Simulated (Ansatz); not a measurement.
Worked example: self-consistent single point of Mg₂Pd (I4mm, 3 atoms in the cell) in Ansatz (a program for electronic structure).

Level of theory: PBEsol, default PAW files made with PBE (plane waves; Ansatz).

```yaml
crystal:
  lattice:
    - [-1.62813, 1.62813, 5.06532]
    - [1.62813, -1.62813, 5.06532]
    - [1.62813, 1.62813, -5.06532]
  atoms:
    - { symbol: Mg, position: [0.65216, 0.65216, 0.00000] }
    - { symbol: Mg, position: [0.35278, 0.35278, 0.00000] }
    - { symbol: Pd, position: [0.00000, 0.00000, 0.00000] }
```

Reference input (self-consistent single point, DFT, PBEsol, plane waves, default PAW files made with PBE): basis.ecutwfc = 420 eV; kpoints.mp_grid.grid = 14 14 14; hamiltonian.xc = pbesol; hamiltonian.pseudopotentials = {kind: paw} (the program's default PAW files); scf.occupations.method = fermi_dirac; scf.occupations.width = 0.1 eV. This run's input differs from it in these lines:

Ansatz 0.2 input:
```diff
@@ -13,3 +13,3 @@
 kpoints:
-  mp_grid: { grid: [14, 14, 14] }
+  mp_grid: { grid: [23, 23, 23] }
 hamiltonian:
@@ -18,3 +18,3 @@
 scf:
-  occupations: { method: fermi_dirac, width: 0.1 eV }
+  occupations: { method: methfessel_paxton, width: 1.0 eV }
 output:
```

Output (repeated stretches shortened):

```
SCF iter   1: F=—  HF=-10732.231930 eV  |F-HF|=—  |Δ(HF+E_count)|=         —  Δρ=4.92e-3  dr2=1.13e-2  ethr=1.77e-3  ⟨swp⟩=4.9  Hψ=95786  notcnv=0
all-band conjugate gradients solve this SCF's bands
preconditioner: auto → Kerker (q_TF=auto, 2.575 Å⁻¹)
SCF iter   2: F=—  HF=-10732.229870 eV  |F-HF|=—  |Δ(HF+E_count)|=   2.06e-3  S|Δr|=    0.00e0  Δρ=1.83e-3  dr2=1.80e-3  ethr=2.98e-5  ⟨swp⟩=2.1  Hψ=42625  notcnv=0
SCF iter   3: F=—  HF=-10732.229368 eV  |F-HF|=—  |Δ(HF+E_count)|=   5.02e-4  S|Δr|=    0.00e0  Δρ=5.00e-4  dr2=2.83e-4  ethr=4.74e-6  ⟨swp⟩=2.6  Hψ=35461  notcnv=0
SCF iter   4: F=—  HF=-10732.229297 eV  |F-HF|=—  |Δ(HF+E_count)|=   7.10e-5  S|Δr|=    0.00e0  Δρ=1.39e-4  dr2=2.57e-5  ethr=7.45e-7  ⟨swp⟩=1.5  Hψ=24816  notcnv=0
SCF iter   5: F=—  HF=-10732.229288 eV  |F-HF|=—  |Δ(HF+E_count)|=   9.23e-6  S|Δr|=    0.00e0  Δρ=2.23e-5  dr2=1.70e-7  ethr=6.77e-8  ⟨swp⟩=1.7  Hψ=24960  notcnv=0
SCF iter   6: F=-10732.229288 eV  HF=-10732.229288 eV  |F-HF|=5.90e-9  |Δ(HF+E_count)|=   2.88e-8  S|Δr|=    0.00e0  Δρ=4.74e-6  dr2=9.39e-9  ethr=2.63e-10  ⟨swp⟩=5.9  Hψ=107776  notcnv=0
SCF 1 converged in 6 iterations: F = -10732.229288 eV  dr2 = 9.39e-9
Stability not checked (fill_not_monotonic)
Free energy (F): -10732.229288 eV
Internal energy: -10732.223287 eV  (E = F + TS)
E sigma→0 (E₀):  -10732.227788 eV
Entropy (-TS):   -0.006001 eV (-2.000 meV/atom)
Fermi energy:    10.322599 eV
--- Forces (eV/Å), atoms counted from 1 ---
  atom   1  Mg     0.00000000    -0.00000000    -0.37009961
  atom   2  Mg    -0.00000000     0.00000000     0.29316930
  atom   3  Pd    -0.00000000     0.00000000     0.07692736
--- Stress (GPa, compression-positive) ---
       -1.916876       0.000000      -0.000000
        0.000000      -1.916876      -0.000000
       -0.000000      -0.000000      -2.400458
  P = ⅓ Tr σ = -2.0781 GPa (-20.781 kbar)
  The stress holds the Pulay correction. Without it, at fixed plane waves, as pw.x and ABINIT print it: P = -2.0919 GPa
```

The run converged in 6 iterations. Against the reference run the free energy rises by 4.8 meV/atom, the pressure hardly changes (-2.02 to -2.08 GPa) and the largest force goes from 0.358 to 0.370 eV/Å.

The starting cell comes from a database of computed structures (which also holds hypothetical and non-ambient phases and stackings), without a prior relaxation at this level. Its lattice was rescaled by up to half a per cent. One atom was moved a little off its site on purpose. Spin polarisation is off. Ansatz's pressure includes its estimate of the finite-basis (Pulay) stress.

Cost on one core of a shared machine: roughly 60 s.
